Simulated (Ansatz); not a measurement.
The reference is Y in the hcp (Mg type) structure (space group P6_3/mmc, No. 194; a = 3.652 Å, c = 5.703 Å; relaxed with 0.1 eV smearing). Axes: x lies along a and z along c of the hexagonal cell.

Calculations: PBE, PAW, 420 eV (Ansatz, a first-principles code; no SOC).

For the base:

The shortest interatomic distance is 3.546 Å and the pressure is 0.0 GPa. The band gap comes out as zero.

It is then changed as follows: the cell is stretched by 1.50 % along z with no lateral relaxation; the atoms relax in the strained cell.

Q: Estimate the effect on the energy relative to the base, shortest interatomic distance, pressure and band gap.

A: The energy goes up by 1.8 meV/atom; the shortest interatomic distance increases by 0.0345 Å to 3.581 Å; the pressure (mean of the normal stresses, compression positive) goes from zero to -0.6 GPa; the band gap is still zero.

No phonon test of stability was made. The final runs are not spin-polarised.
